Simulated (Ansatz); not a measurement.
The starting structures come from a database of crystals and need not be the phases stable at ambient conditions.

The decay constant κ of evanescent states in the gap governs leakage through a thin film.

Input:

```
Al2Se3
1.0
    6.79651     0.00000     0.00000
    3.29629     6.60382     0.00000
    3.37780    -1.68603     5.62693
Al Se
4 6
Cartesian
  4.66575   5.14195   2.04168
  3.66182   1.51848   3.11484
  8.11230   4.59141   4.13050
  6.90733   1.06830   4.86876
  7.11559  -0.07931   0.51638
 11.53576   1.83894   5.13418
  6.99070   5.81830   2.33197
  4.75874   2.80781   1.35941
 10.42412   5.32000   4.23545
  8.16405   2.32353   3.21607
```

Space group of this cell: Cc. The cell is taken as given.

Transport runs along the normal of the first two printed cell vectors.

The gap is the functional's own, uncorrected, and κ follows it; spin-orbit coupling is left out. Mid-gap values are interpolated between the computed energies.

### Question
Predict the band gap and the smallest decay constant κ at mid-gap from PBEsol in Ansatz (an electronic-structure program).

### Answer
Gap 1.84 eV on a 6×6×6 mesh; κ = 0.175 1/Å, at the zone centre.
